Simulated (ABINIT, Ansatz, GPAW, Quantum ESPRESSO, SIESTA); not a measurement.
## Nb₃Au (Pm-3n, 8 atoms in the cell) computed with different codes at matched settings

Self-consistent single point.

```yaml
crystal:
  lattice:
    - [5.29342, 0.00000, 0.00000]
    - [0.00000, 5.29342, 0.00000]
    - [0.00000, 0.00000, 5.29342]
  atoms:
    - { symbol: Nb, position: [0.50000, 0.25000, 0.00000] }
    - { symbol: Nb, position: [0.50000, 0.75000, 0.00000] }
    - { symbol: Nb, position: [0.25000, 0.00000, 0.50000] }
    - { symbol: Nb, position: [0.75000, 0.00000, 0.50000] }
    - { symbol: Nb, position: [0.00000, 0.50000, 0.25000] }
    - { symbol: Nb, position: [0.00000, 0.50000, 0.75000] }
    - { symbol: Au, position: [0.50000, 0.50000, 0.50000] }
    - { symbol: Au, position: [0.00000, 0.00000, 0.00000] }
```

All programs got the same cell, k-point mesh and kind of occupations (in Ansatz's words: kpoints.mp_grid.grid = 5 5 5; scf.occupations.method = fermi_dirac; scf.occupations.width = 0.05 eV); potentials, basis and cutoffs are each program's usual ones.

| code | model | pressure (GPa) | k-points | cutoff |
|---|---|---|---|---|
| Quantum ESPRESSO | PBEsol, GBRV 1.5 ultrasoft (PBESOL) pseudopotentials | -11.72 | 10 | 40 Ry |
| Ansatz | PBEsol, PAW files made with PBE | -11.42 | 10 | 420 eV |
| GPAW | PBEsol, GPAW PAW datasets PBEsol (made by gpaw-setup) | -11.54 | 10 | 600 eV |
| ABINIT | PBEsol, norm-conserving pseudopotentials (PseudoDojo nc-sr-04 PBEsol standard) | -11.38 | 10 | 82 Ry |
| SIESTA | GGA PBEsol, numerical atomic orbitals DZP, PseudoDojo PBEsol standard norm-conserving potentials (rewritten from UPF to PSML) | -12.79 | 63 | grid 400 Ry |

The spread over the programs that give each value: pressure within 1.41 GPa.

The starting cell comes from a database of computed structures (which also holds hypothetical and non-ambient phases and stackings), without a prior relaxation at this level. Its lattice was rescaled by a random factor within 2.5 % of one. On Ansatz's run: Spin-orbit coupling is off. Spin polarisation is off. In the base run, with a pressure of about -11 GPa the cell is away from its equilibrium volume at this level.

**Question.** Why do the programs differ, and what cannot be compared?

**Answer.** Differences of this kind can come from the potentials, where these differ, and from what each basis and cutoff leave unconverged. The valence holds different numbers of electrons (Quantum ESPRESSO 100, Ansatz (an electronic-structure program) 116, GPAW 100, ABINIT 116, SIESTA 116). The zero of total energies and Fermi levels follows the potentials and each program's conventions, so they are not compared here. SIESTA uses small atom-centred bases, whose incompleteness enters pressures, forces and empty levels differently from a plane-wave cutoff. Ansatz's pressure is given at a fixed set of plane waves, as the other plane-wave codes print theirs. The programs reduce the same mesh by symmetry to different extents, which changes the work and not the result. In the pressure, SIESTA (by 1.31) lies more than 1 GPa from the median of the plane-wave programs.

Left out of this page: Elk and FLEUR (not drawn, or without a comparable value).

Keys are those of Ansatz 0.2.
